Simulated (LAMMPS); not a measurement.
Surface tension of the liquid across the composition of Ag (fcc) with a share x of Ag sites Au; each row has its own temperature.

Level of theory: classical MD, pair style eam, the elements' _u3.eam files (universal-3 set of Foiles, Baskes and Daw); code LAMMPS.

```csv
x,surface tension,T (K)
0.25,0.309 ± 0.008 N/m,1510
0.5,0.41 ± 0.02 N/m,1540
0.75,0.51 ± 0.02 N/m,1570
```

The ± values are statistical; the model's systematic error is not in them.
